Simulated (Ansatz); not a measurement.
SiGe (P6₃mc, No. 186, 4 atoms in the cell; start mp-978534), treated with LDA (PAW; Ansatz, an electronic-structure program).

Settings: plane-wave cutoff 520 eV, 12×12×6 k mesh (along the axes of the cell as run), scalar-relativistic PAW data made under PBE.

Computed at the level's own relaxed cell.

Elastic tensor (GPa, Voigt notation, ions relaxed):

```
  174.1    47.4    30.3     0.0     0.0     0.0
   47.4   174.1    30.3     0.0     0.0     0.0
   30.3    30.3   199.1     0.0     0.0     0.0
    0.0     0.0     0.0    46.8     0.0     0.0
    0.0     0.0     0.0     0.0    46.8     0.0
    0.0     0.0     0.0     0.0     0.0    63.3
```

Task: Work out the Voigt, Reuss and Hill averages of the bulk and shear moduli, Young's modulus and Poisson's ratio from the printed constants.

Result: K_V = [C11 + C22 + C33 + 2(C12 + C13 + C23)]/9 = [547.3 + 2 × 108.0]/9 = 84.8 GPa. G_V = [547.3 − 108.0 + 3 × 156.9]/15 = 60.7 GPa. From the compliances S = C⁻¹, K_R = 84.8 and G_R = 57.9 GPa. Hill means: K = 84.8, G = 59.3 GPa. E = 9KG/(3K + G) = 144 GPa, ν = (3K − 2G)/(6K + 2G) = 0.22, K/G = 1.43.

Note: the relaxation could not lower the start's symmetry, so the cell can be a saddle point above a distorted one.

A start named mp-… is a Materials Project structure, which need not be a measured phase.
